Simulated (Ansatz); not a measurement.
A set of related cells and their density of states at the Fermi level.

Cell A: Al (fcc, Fm-3m), 1 atom in the cell, k-point mesh 26×26×26 on the run's own vectors.
```cif
data_Al4
_chemical_formula_sum 'Al4'
_space_group_name_H-M_alt 'Fm-3m'
_space_group_IT_number 225
_space_group_name_Hall '-F 4 2 3'
_cell_length_a 4.04088
_cell_length_b 4.04088
_cell_length_c 4.04088
_cell_angle_alpha 90.000
_cell_angle_beta 90.000
_cell_angle_gamma 90.000
loop_
_atom_site_label
_atom_site_type_symbol
_atom_site_symmetry_multiplicity
_atom_site_Wyckoff_symbol
_atom_site_fract_x
_atom_site_fract_y
_atom_site_fract_z
_atom_site_occupancy
Al1 Al 4 a 0.00000 0.00000 0.00000 1
```
(The calculation used a cell of 1 atom; values per cell refer to that cell.)

Cell B: Cu (fcc, Fm-3m), 1 atom in the cell; spin state with PBE: run without spin, k-point mesh 28×28×28 on the run's own vectors.
Cu has the cubic space group Fm-3m (No. 225), the fcc (Cu type) structure, Pearson symbol cF4. Conventional cell: a = b = c = 3.629 Å, α = β = γ = 90.00°. Cu on 4a is surrounded by 12 Cu at 2.566 Å (cuboctahedral). (Neighbours: up to the widest gap in distance over summed covalent radii, below 1.35, at either atom.)
(The calculation used a cell of 1 atom; values per cell refer to that cell.)

Cell C: Be (hcp, P6₃/mmc), 2 atoms in the cell, k-point mesh 30×30×16 on the run's own vectors.
```cif
data_Be2
_chemical_formula_sum 'Be2'
_space_group_name_H-M_alt 'P63/mmc'
_space_group_IT_number 194
_space_group_name_Hall '-P 6c 2c'
_cell_length_a 2.26394
_cell_length_b 2.26394
_cell_length_c 3.56263
_cell_angle_alpha 90.000
_cell_angle_beta 90.000
_cell_angle_gamma 120.000
loop_
_atom_site_label
_atom_site_type_symbol
_atom_site_symmetry_multiplicity
_atom_site_Wyckoff_symbol
_atom_site_fract_x
_atom_site_fract_y
_atom_site_fract_z
_atom_site_occupancy
Be1 Be 2 d 0.66667 0.33333 0.25000 1
```

Cell D: Si (diamond, Fd-3m), 2 atoms in the cell, k-point mesh 12×12×12 on the run's own vectors.
Space group Fd-3m, origin choice 1 (No. 227); a = 5.4695 Å, b = 5.4695 Å, c = 5.4695 Å, α = 90.00°, β = 90.00°, γ = 90.00°

| atom | site | symmetry | x | y | z |
|---|---|---|---|---|---|
| Si | 8b | -43m | 0.5000 | 0.5000 | 0.5000 |
(The calculation used a cell of 2 atoms; values per cell refer to that cell.)

Computed with Ansatz (plane waves, PAW), its PAW set soft_1, cutoff 500 eV. The structures are at rest with PBE; other levels are single points on them. Neutral cells; Fermi-Dirac smearing of at most 0.10 eV in the solids, energies taken to zero width. The lattices are those relaxed with PBE, so at other levels the solids can be strained. A dispersion term ran beside these levels; it doesn't touch the electrons. Both spins, broadened by a Gaussian of 0.2 eV on the run's mesh.

Problem. Give the density of states at the Fermi level (states/eV per atom) at the level r2SCAN, cell by cell.

Solution. 
```json
[
 {"system": "A", "r2SCAN": "0.35"},
 {"system": "B", "r2SCAN": "0.28"},
 {"system": "C", "r2SCAN": "0.05"},
 {"system": "D", "r2SCAN": "0 (gapped)"}
]
```

With r2SCAN the value is lowest for D and highest for A.

Ansatz is an electronic-structure program.
